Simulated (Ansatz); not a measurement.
Defect migration in monoclinic ZrO2: La-vacancy pair (La on one host Zr site, one O site vacant), charge state +1. These are PBE, PAW (plane waves to 420 eV; Ansatz, a first-principles code) values and carry that method's errors.

96-site cell at the relaxed PBE lattice, the Γ point alone, smearing 0.01 eV, spin-restricted, no finite-size correction. Energies are static. Spin-orbit coupling is left out. The charge state is imposed; whether it is stable for some Fermi level was not computed. Forms of the defect that were not tried may lie lower. The start lies 0.33 eV above the lowest site run (PBE).

Barriers: single points on a 2×2×2 k-point mesh shifted by half a step at the bands' geometries.

Relaxed starting cell (atoms counted from 1):

```
LaZr31O63
1.0
   10.37868     0.00000     0.00000
    0.00000    10.48354     0.00000
   -1.80708     0.00000    10.60481
La Zr O
1 31 63
Cartesian
  0.73067   2.47913   3.81200
 -0.10638   2.41027   9.07866
  0.76959   7.66481   3.77936
 -0.12782   7.61998   9.09164
  5.96314   2.42534   3.75529
  5.08062   2.39216   9.05905
  5.92104   7.59323   3.74406
  5.08570   7.62665   9.07950
  3.49107   2.83747   1.54293
  2.59734   2.87859   6.88526
  3.44865   8.08878   1.55961
  2.64035   8.07159   6.86285
  8.61451   2.84997   1.49574
  7.81388   2.84838   6.82037
  8.68565   8.10148   1.51409
  7.80637   8.12012   6.83191
  3.06794   5.04513   4.22002
  2.12401   5.01051   9.51416
  3.03517  10.25630   4.18906
  2.15478  10.24236   9.55064
  8.18191   5.06628   4.19584
  7.33034   5.00207   9.48982
  8.00430  10.16337   4.13559
  7.32990  10.25931   9.47136
  1.22510   0.22512   1.10015
  0.41719   0.11527   6.60313
  1.22374   5.48516   1.12926
  0.34829   5.49372   6.43276
  6.40665   0.23360   1.09404
  5.50088   0.25202   6.42568
  6.39980   5.47338   1.10387
  5.55748   5.45946   6.44790
 -1.33356   0.91182   9.76241
 -0.44248   6.17194   4.50888
 -1.36053   6.16712   9.82093
  4.75672   0.90679   4.51758
  3.83958   0.91741   9.82230
  4.76613   6.13575   4.53307
  3.84344   6.15522   9.80534
  4.69110   4.33318   0.78882
  3.88233   4.30754   6.12865
  4.70252   9.57204   0.82782
  3.80988   9.56814   6.10936
  9.91250   4.28912   0.79625
  9.02437   4.34608   6.08584
  9.93230   9.49355   0.70343
  9.02755   9.68577   5.94871
  4.22828   3.50153   3.48386
  3.35844   3.53134   8.75779
  4.22978   8.76171   3.46369
  3.38372   8.77266   8.76956
  9.18493   3.51999   3.40997
  8.55797   3.52122   8.72086
  9.46315   8.93317   3.39648
  8.60325   8.84073   8.66550
 -0.13336   1.55890   1.82461
 -0.81346   1.72721   7.00682
 -0.02023   6.94175   1.88997
 -0.87390   7.00307   7.14891
  5.22402   1.72901   1.84874
  4.28433   1.69652   7.17720
  5.15732   6.93037   1.87013
  4.32164   6.94476   7.17277
  1.55877   4.03116   5.31989
  0.52757   3.88794  10.48595
  1.40357   9.17403   5.20674
  0.54553   9.12010  10.50096
  6.65176   3.90111   5.19013
  5.73327   3.90067  10.46149
  6.59318   9.11587   5.15940
  5.73698   9.14156  10.47459
  2.80490   1.35064   0.13285
  1.83058   1.24377   5.54728
  2.80375   6.57586   0.14997
  1.92590   6.64422   5.44232
  7.99050   1.33940   0.09061
  7.14273   1.33049   5.39175
  8.01422   6.58377   0.12651
  7.10816   6.61217   5.44044
  2.44723   1.20640   2.71972
  1.46618   1.25287   8.15732
  2.34759   6.55752   2.81183
  1.45636   6.51832   8.10382
  7.55391   1.22988   2.77452
  6.66628   1.28910   8.05194
  7.53813   6.52757   2.77442
  6.69686   6.53467   8.08433
  1.96634   4.04700   2.51539
  0.99546   3.96680   7.86532
  1.86465   9.19761   2.54321
  1.04018   9.17329   7.90099
  6.96016   3.96466   2.47730
  6.21217   3.96861   7.83792
  7.03216   9.16661   2.51466
  6.21451   9.21663   7.81072
```
Cell charge +1.

End state 1 differs by these moves (Å; atoms that move under 0.08 Å are left out):

```json
[
 {"atom": "3", "element": "Zr", "Δx": "0.23", "Δy": "-0.10", "Δz": "0.05"},
 {"atom": "7", "element": "Zr", "Δx": "0.05", "Δy": "0.05", "Δz": "0.04"},
 {"atom": "15", "element": "Zr", "Δx": "-0.04", "Δy": "-0.11", "Δz": "-0.11"},
 {"atom": "16", "element": "Zr", "Δx": "-0.05", "Δy": "-0.06", "Δz": "0.05"},
 {"atom": "23", "element": "Zr", "Δx": "0.08", "Δy": "0.23", "Δz": "0.17"},
 {"atom": "26", "element": "Zr", "Δx": "-0.08", "Δy": "0.01", "Δz": "-0.19"},
 {"atom": "34", "element": "O", "Δx": "0.00", "Δy": "0.14", "Δz": "0.06"},
 {"atom": "44", "element": "O", "Δx": "-0.02", "Δy": "0.09", "Δz": "-0.01"},
 {"atom": "46", "element": "O", "Δx": "-0.05", "Δy": "0.04", "Δz": "0.14"},
 {"atom": "47", "element": "O", "Δx": "-0.05", "Δy": "-0.23", "Δz": "0.11"},
 {"atom": "52", "element": "O", "Δx": "0.06", "Δy": "0.14", "Δz": "-0.08"},
 {"atom": "54", "element": "O", "Δx": "0.52", "Δy": "1.97", "Δz": "0.95"},
 {"atom": "55", "element": "O", "Δx": "-0.07", "Δy": "-0.07", "Δz": "0.11"},
 {"atom": "56", "element": "O", "Δx": "0.08", "Δy": "0.16", "Δz": "-0.16"},
 {"atom": "58", "element": "O", "Δx": "0.01", "Δy": "0.10", "Δz": "0.12"},
 {"atom": "59", "element": "O", "Δx": "-0.05", "Δy": "-0.10", "Δz": "0.09"},
 {"atom": "62", "element": "O", "Δx": "0.07", "Δy": "0.07", "Δz": "-0.01"},
 {"atom": "66", "element": "O", "Δx": "0.08", "Δy": "-0.10", "Δz": "0.00"},
 {"atom": "73", "element": "O", "Δx": "0.13", "Δy": "-0.01", "Δz": "0.00"},
 {"atom": "75", "element": "O", "Δx": "0.07", "Δy": "-0.07", "Δz": "0.01"},
 {"atom": "82", "element": "O", "Δx": "0.09", "Δy": "-0.02", "Δz": "0.01"},
 {"atom": "84", "element": "O", "Δx": "-0.02", "Δy": "0.09", "Δz": "0.00"},
 {"atom": "91", "element": "O", "Δx": "-0.05", "Δy": "0.02", "Δz": "-0.06"},
 {"atom": "94", "element": "O", "Δx": "0.40", "Δy": "0.02", "Δz": "0.14"}
]
```

What forward and backward barriers to end state 1 does PBE, PAW give?

forward 0.85 eV, backward 0.56 eV; at the saddle point atom 54 has neighbours Zr at 1.93 Å. The program found a first-order saddle point.

End state 2 differs by these moves (Å; atoms that move under 0.08 Å are left out):

```json
[
 {"atom": "1", "element": "La", "Δx": "-0.04", "Δy": "-0.07", "Δz": "0.05"},
 {"atom": "16", "element": "Zr", "Δx": "-0.16", "Δy": "-0.19", "Δz": "0.13"},
 {"atom": "23", "element": "Zr", "Δx": "0.14", "Δy": "0.15", "Δz": "-0.08"},
 {"atom": "26", "element": "Zr", "Δx": "0.14", "Δy": "0.16", "Δz": "-0.07"},
 {"atom": "35", "element": "O", "Δx": "-0.01", "Δy": "0.07", "Δz": "-0.04"},
 {"atom": "43", "element": "O", "Δx": "0.08", "Δy": "-0.04", "Δz": "-0.02"},
 {"atom": "47", "element": "O", "Δx": "0.79", "Δy": "1.33", "Δz": "-1.10"},
 {"atom": "52", "element": "O", "Δx": "0.06", "Δy": "0.08", "Δz": "-0.08"},
 {"atom": "54", "element": "O", "Δx": "-0.06", "Δy": "-0.17", "Δz": "0.07"},
 {"atom": "55", "element": "O", "Δx": "0.04", "Δy": "0.13", "Δz": "-0.16"},
 {"atom": "57", "element": "O", "Δx": "-0.04", "Δy": "-0.07", "Δz": "0.19"},
 {"atom": "59", "element": "O", "Δx": "-0.01", "Δy": "0.07", "Δz": "-0.08"},
 {"atom": "70", "element": "O", "Δx": "0.36", "Δy": "0.03", "Δz": "0.14"},
 {"atom": "73", "element": "O", "Δx": "0.21", "Δy": "0.05", "Δz": "0.04"},
 {"atom": "81", "element": "O", "Δx": "0.06", "Δy": "0.07", "Δz": "0.00"},
 {"atom": "95", "element": "O", "Δx": "-0.06", "Δy": "-0.02", "Δz": "0.06"}
]
```

Give the forward and backward barriers to end state 2 at the level PBE, PAW.

forward 0.45 eV, backward 0.54 eV; at the saddle point atom 47 has neighbours 2 Zr at 1.94 Å. The program found a first-order saddle point.

End state 3 differs by these moves (Å; atoms that move under 0.08 Å are left out):

```tsv
atom	element	Δx	Δy	Δz
1	La	-0.03	0.07	0.05
7	Zr	0.05	0.08	0.06
13	Zr	-0.27	0.15	-0.02
20	Zr	0.03	0.03	-0.09
23	Zr	0.20	0.07	0.10
24	Zr	0.00	0.04	0.08
25	Zr	0.18	-0.16	-0.09
26	Zr	-0.08	0.06	-0.17
31	Zr	-0.05	0.09	-0.01
33	O	-0.07	0.16	0.27
44	O	-0.01	-0.11	-0.03
45	O	0.07	-0.13	-0.08
46	O	-0.04	0.23	0.24
47	O	-0.05	-0.16	0.21
52	O	0.01	0.08	-0.16
54	O	-0.07	-0.24	0.10
55	O	-0.04	-0.02	0.17
56	O	-0.34	-0.82	2.71
57	O	-0.09	-0.09	0.20
59	O	-0.05	-0.09	0.06
69	O	-0.08	0.08	-0.01
72	O	0.08	-0.01	-0.07
73	O	0.15	0.05	-0.02
76	O	0.00	0.07	0.05
80	O	-0.22	0.01	-0.13
84	O	0.02	0.09	0.00
92	O	-0.10	0.06	0.00
```

Estimate the forward and backward barriers to end state 3 that PBE, PAW returns for this input.

forward 0.89 eV, backward 0.79 eV; at the saddle point atom 56 has neighbours La at 2.28; Zr at 1.99 Å. The program found a first-order saddle point.

End state 4 differs by these moves (Å; atoms that move under 0.08 Å are left out):

| atom | element | Δx | Δy | Δz |
|---|---|---|---|---|
| 5 | Zr | -0.06 | 0.05 | -0.14 |
| 12 | Zr | -0.12 | 0.00 | 0.01 |
| 14 | Zr | 0.06 | 0.09 | 0.17 |
| 16 | Zr | -0.03 | -0.06 | 0.04 |
| 23 | Zr | 0.28 | -0.05 | 0.01 |
| 26 | Zr | -0.11 | 0.09 | -0.16 |
| 30 | Zr | -0.13 | -0.14 | 0.07 |
| 32 | Zr | -0.08 | 0.04 | 0.03 |
| 36 | O | 0.28 | 0.00 | 0.11 |
| 41 | O | 0.05 | -0.05 | -0.04 |
| 47 | O | -0.01 | -0.24 | 0.13 |
| 52 | O | 0.11 | 0.18 | -0.15 |
| 53 | O | 0.05 | 0.11 | 0.02 |
| 54 | O | 0.03 | -0.16 | -0.02 |
| 55 | O | -0.05 | -0.05 | 0.06 |
| 56 | O | 0.03 | 0.05 | -0.07 |
| 57 | O | -0.11 | -0.05 | 0.20 |
| 59 | O | -0.05 | -0.10 | 0.06 |
| 68 | O | 0.14 | -0.35 | 0.01 |
| 70 | O | 0.06 | 0.07 | 0.05 |
| 73 | O | 0.15 | 0.01 | -0.01 |
| 77 | O | 2.56 | -0.43 | -0.70 |
| 84 | O | -0.03 | 0.02 | 0.09 |
| 85 | O | 0.03 | -0.02 | -0.14 |
| 87 | O | -0.08 | 0.00 | 0.04 |
| 91 | O | -0.06 | 0.02 | -0.06 |

Estimate the forward and backward barriers to end state 4 that PBE, PAW returns for this input.

forward 1.37 eV, backward 0.23 eV; at the saddle point atom 77 has neighbours La at 2.48; O at 2.48; Zr at 2.01, Zr at 2.51 Å. The check of the saddle point's order was inconclusive.

End state 5 differs by these moves (Å; atoms that move under 0.08 Å are left out):

```csv
atom,element,Δx,Δy,Δz
1,La,-0.10,0.08,0.04
7,Zr,-0.02,0.12,0.00
13,Zr,-0.02,-0.11,-0.15
21,Zr,-0.08,0.13,0.10
23,Zr,0.20,0.05,0.07
26,Zr,-0.10,0.07,-0.16
34,O,0.06,-0.19,-0.12
40,O,0.08,-0.02,0.01
44,O,-0.02,0.01,0.09
45,O,0.14,-0.29,-0.30
46,O,-0.06,0.09,0.10
47,O,-0.06,-0.18,0.20
48,O,0.13,0.08,-0.04
52,O,0.69,-2.76,1.16
54,O,-0.07,-0.25,0.09
55,O,-0.05,-0.11,0.10
56,O,0.03,0.16,-0.06
57,O,-0.08,-0.06,0.18
58,O,0.05,0.04,-0.05
59,O,-0.05,-0.16,0.00
73,O,0.10,0.08,-0.04
80,O,-0.05,0.07,0.02
91,O,-0.06,0.00,-0.06
92,O,0.51,-0.02,0.18
```

Give the forward and backward barriers to end state 5 at the level PBE, PAW.

forward 1.61 eV, backward 1.94 eV; at the saddle point atom 52 has neighbours La at 2.18; O at 2.39, O at 2.57, O at 2.76; Zr at 2.46, Zr at 2.63 Å. The program found a first-order saddle point.
